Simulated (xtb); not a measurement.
xtb 6.7.1, GFN1-xTB: Fc1c(F)c(-c2ccc3c(c2)sc2ccccc23)c(F)c(F)c1-c1ccc2ccccc2c1, 47 atoms. The geometry is a generated start, not checked to be a minimum at this level.

```text
47

F     -2.267600    -1.947500    -0.529100
C     -1.570100    -0.886200    -0.092700
C     -0.173200    -0.968100    -0.099600
F      0.392100    -2.103100    -0.541700
C      0.632100     0.086100     0.350300
C      2.105500    -0.000100     0.342000
C      2.856500     0.349400     1.468400
C      4.255900     0.272400     1.469700
C      4.959000    -0.166000     0.321000
C      4.207300    -0.513600    -0.798900
C      2.797000    -0.436300    -0.802400
S      5.208700    -1.019600    -2.096400
C      6.651700    -0.787900    -1.198800
C      7.968900    -1.016300    -1.645600
C      9.033000    -0.772500    -0.775400
C      8.797200    -0.311900     0.510900
C      7.488500    -0.087200     0.948800
C      6.383100    -0.325000     0.089800
C     -0.039800     1.226900     0.808200
F      0.658700     2.286800     1.246500
C     -1.436700     1.309000     0.815000
F     -2.000700     2.444000     1.259200
C     -2.242300     0.255000     0.364500
C     -3.715500     0.341700     0.371500
C     -4.412100     0.794000     1.502700
C     -5.808500     0.878100     1.510400
C     -6.554800     0.510000     0.383700
C     -7.957000     0.588200     0.374700
C     -8.684200     0.216400    -0.757000
C     -8.019100    -0.237500    -1.891800
C     -6.625700    -0.320100    -1.897200
C     -5.878900     0.050600    -0.766600
C     -4.473400    -0.025700    -0.755900
H      2.362600     0.690300     2.377400
H      4.802200     0.554500     2.366400
H      2.255200    -0.716300    -1.703500
H      8.155800    -1.377200    -2.653200
H     10.052600    -0.946000    -1.111500
H      9.630900    -0.124200     1.183100
H      7.321200     0.274100     1.960400
H     -3.874000     1.088100     2.402300
H     -6.307900     1.235500     2.408400
H     -8.494000     0.940300     1.252500
H     -9.769100     0.281300    -0.751000
H     -8.583600    -0.528400    -2.773900
H     -6.124800    -0.678700    -2.793800
H     -3.963000    -0.377700    -1.651700
```

```bash
OMP_NUM_THREADS=16 OPENBLAS_NUM_THREADS=1 xtb in.xyz --gfn 1 --ohess --acc 0.01 -P 16 --norestart
```

The program reports basis functions: 166, valence electrons: 160.

Machine: one whole node, AMD EPYC (Zen 5), 96 cores on 1 socket, no SMT, 12 L3 cache groups; 94 cores' worth of CPU time may be used.

On 16 threads, 1 BLAS thread this takes 1.6 s. Each time is the median wall time of two to five repeats, run one at a time on the otherwise empty machine; start-up is included. Unless noted, each process is bound to its own block of adjacent cores. The build: conda-forge: gfortran, OpenMP (GNU), OpenBLAS with its own threads; another build can shift the numbers. Scratch files lie in a memory file system.

Q: Speed this job up; the result has to stay within 1.0 meV/atom in energy, 2.0 cm⁻¹ in frequencies (largest shift). Keep to 16 cores.

A: One answer among several that fit: going from acc = 0.01, detailed_input = none: broydamp=0.4 (default) to acc = 1 (default), detailed_input = $hess;  sccacc=3; $end, the fastest of the measured ones that keep the result.

```diff
-OMP_NUM_THREADS=16 OPENBLAS_NUM_THREADS=1 xtb in.xyz --gfn 1 --ohess --acc 0.01 -P 16 --norestart
+OMP_NUM_THREADS=16 OPENBLAS_NUM_THREADS=1 xtb in.xyz --gfn 1 --ohess --input xcontrol -P 16 --norestart
```

Time: 1.6 s to 1.1 s (1.4× as fast). The largest move is in Hessian by displaced gradients: 1.2 s to 0.85 s. SCC iterations of the first single point go from 15 to 10. These two results differ by: energy under 0.001 meV/atom, frequencies (largest shift) 0.97 cm⁻¹. Others tried: detailed_input = none: broydamp=0.4 (default), acc = 10 (1.5 s); detailed_input = none: broydamp=0.4 (default), acc = 1 (default) (1.6 s); detailed_input = $hess;  sccacc=0.05; $end, acc = 1 (default) (1.8 s). Repeats scatter by up to 9 %.
